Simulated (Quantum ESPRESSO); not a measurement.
## σxx against uniaxial strain in rock-salt MgS (space group 225): C11 (Quantum ESPRESSO, PBEsol)

```yaml
crystal:
  lattice:
    - [0.00000, 2.59032, 2.59032]
    - [2.55146, 0.00000, 2.59032]
    - [2.55146, 2.59032, 0.00000]
  atoms:
    - { symbol: Mg, position: [0.00000, 0.00000, 0.00000] }
    - { symbol: S, position: [0.50000, 0.50000, 0.50000] }
```

Method of the run: PBEsol, GBRV 1.5 ultrasoft (PBESOL) pseudopotentials (plane waves; Quantum ESPRESSO). Settings: ecutwfc = 52 Ry; ecutrho = 260 Ry; occupations = smearing; smearing = fd; degauss = 0.000734986 Ry; potentials = {Mg: mg_pbesol_v1.4.uspp.F.UPF, S: s_pbesol_v1.4.uspp.F.UPF}; K_POINTS = automatic 12 12 12 0 0 0; conv_thr = 1e-10 Ry; mixing_beta = 0.3. The cell above is the first row's. The rows stretch one cube axis (x) by the strain ε and hold the other two. Stress is positive in tension. In all rows fractional positions and the k mesh are held.

```
ε (%)  σxx (GPa)
-----  ---------
-1.5       -2.48
-1.0       -1.59
-0.5       -0.76
0.0         0.02
0.5         0.76
1.0         1.46
1.5         2.12
2.0            ?
```

Fit σxx of the 7 rows that show it with a parabola. Least squares gives σxx = 0.022 + 1.5300·ε - 0.0895·ε². Residuals (row less fit): -0.006, 0.007, 0.005, -0.002, -0.005, -0.003, 0.004; standard error 0.006 (degrees of freedom: 4). The slope at ε = 0, 1.5300 GPa per cent, gives C11 ≈ 100 × 1.5300 = 153 GPa, for the static lattice.

Task: What does the fit predict for σxx at ε = 2.0, and how far is the calculated value from it?

Result: σxx = 0.022 + 1.5300 × 2.0 - 0.0895 × 2.0² = 2.724 GPa. The calculation gives 2.73 GPa, 0.006 GPa above the prediction (0.1 % of the range of σxx in the table). The row lies outside the fitted rows, so this is an extrapolation. From the scatter of the fitted rows alone, a prediction at this place has a standard error of 0.012 GPa, so the miss is 0.5 times that.

Carrying the step between the two nearest rows on in a straight line would have given 2.78, off by 0.05; series whose last step already gives the withheld value aren't shown. The reference cell has the volume at which an earlier scan in this program and functional put its minimum by a fit. The runs keep the symmetry of the cell, so they don't test it for distortions. The unstrained cell stands at a pressure of -0.02 GPa, and the constants belong to that pressure. By symmetry this strain leaves no force on the atoms; the largest in the rows is 0.000 eV/Å. Cutoffs and mesh are single choices, not tested for convergence of this quantity. Series with a scatter that would blur these digits, or in which a gap closes, are not shown. Strain series were run only where this level's volume lies within 10 % of a first guess from the measured size.
